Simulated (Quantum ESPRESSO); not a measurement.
Input and output of a self-consistent single point for CaP3 (P-1, 8 atoms in the cell) (Quantum ESPRESSO).

Method of the run: Wu-Cohen GGA, GBRV 1.5 ultrasoft (PBE) pseudopotentials (plane waves; Quantum ESPRESSO 7.5).

```
CELL_PARAMETERS angstrom
      5.63143     0.00000     0.00000
      1.47385     5.51125     0.00000
      1.01842     1.78341     5.34138
ATOMIC_POSITIONS crystal
  Ca 0.67750 0.63992 0.64401
  Ca 0.32250 0.36008 0.35599
  P  0.59979 0.80070 0.09545
  P  0.40021 0.19930 0.90455
  P  0.00691 0.19525 0.00146
  P  0.99309 0.80475 0.99854
  P  0.12674 0.82603 0.60699
  P  0.87326 0.17397 0.39301
```

Reference input (self-consistent single point, DFT, PBEsol, plane waves, GBRV 1.5 ultrasoft (PBESOL) pseudopotentials): ecutwfc = 40 Ry; ecutrho = 200 Ry; occupations = smearing; smearing = methfessel-paxton; degauss = 0.0036749 Ry; potentials = {Ca: ca_pbesol_v1.uspp.F.UPF, P: p_pbesol_v1.5.uspp.F.UPF}; K_POINTS = automatic 4 4 4 0 0 0; conv_thr = 1e-10 Ry; mixing_beta = 0.7. This run's input differs from it in these lines:

```diff
@@ -17,2 +17,3 @@
  degauss = 0.0036749
+ input_dft = 'wc'
 /
@@ -23,4 +24,4 @@
 ATOMIC_SPECIES
-Ca    40.0780  ca_pbesol_v1.uspp.F.UPF
-P     30.9738  p_pbesol_v1.5.uspp.F.UPF
+Ca    40.0780  ca_pbe_v1.uspp.F.UPF
+P     30.9738  p_pbe_v1.5.uspp.F.UPF
 ATOMIC_POSITIONS angstrom
```

Log, with long lists cut:

```
     Self-consistent Calculation

     iteration #  1     ecut=    40.00 Ry     beta= 0.70

     Threshold (ethr) on eigenvalues was too large:
     Diagonalizing with lowered threshold

     total energy              =    -242.96321555 Ry
     estimated scf accuracy    <       0.13308111 Ry

     iteration #  2     ecut=    40.00 Ry     beta= 0.70

     total energy              =    -242.97425568 Ry
     estimated scf accuracy    <       0.03493018 Ry

     iteration #  3     ecut=    40.00 Ry     beta= 0.70

     total energy              =    -242.98381930 Ry
     estimated scf accuracy    <       0.00814280 Ry

   [... 6 blocks of this kind left out ...]

     iteration # 10     ecut=    40.00 Ry     beta= 0.70

     total energy              =    -242.98554495 Ry
     estimated scf accuracy    <          6.3E-10 Ry

     iteration # 11     ecut=    40.00 Ry     beta= 0.70
     End of self-consistent calculation

     the Fermi energy is     7.8039 ev

!    total energy              =    -242.98554495 Ry
     estimated scf accuracy    <          2.8E-11 Ry
     smearing contrib. (-TS)   =       0.00000734 Ry
     internal energy E=F+TS    =    -242.98555228 Ry

     convergence has been achieved in  11 iterations

     Forces acting on atoms (cartesian axes, Ry/au):

     atom    1 type  1   force =     0.00170908    0.00144233    0.00229545
     atom    2 type  1   force =    -0.00170908   -0.00144233   -0.00229545
     atom    3 type  2   force =    -0.00451244   -0.00369249    0.00371940
     atom    4 type  2   force =     0.00451244    0.00369249   -0.00371940
     atom    5 type  2   force =    -0.00407688    0.00871122   -0.00552583
   [... lines left out ...]

     Total force =     0.020867     Total SCF correction =     0.000011

          total   stress  (Ry/bohr**3)                   (kbar)     P=      -26.83
  -0.00019163  -0.00000791  -0.00000732          -28.19       -1.16       -1.08
  -0.00000791  -0.00017560  -0.00000531           -1.16      -25.83       -0.78
  -0.00000732  -0.00000531  -0.00017990           -1.08       -0.78      -26.46

   JOB DONE.
```

The run converged in 11 iterations. Against the reference run the pressure goes from -3.13 to -2.68 GPa, the largest force goes from 0.233 to 0.285 eV/Å and the gap on the mesh stays at 0.194 eV.

The starting cell comes from a database of computed structures (which also holds hypothetical and non-ambient phases and stackings), without a prior relaxation at this level. Its lattice was rescaled by a random factor within 2.5 % of one.

Cost on one core of a shared machine: roughly 4 min.
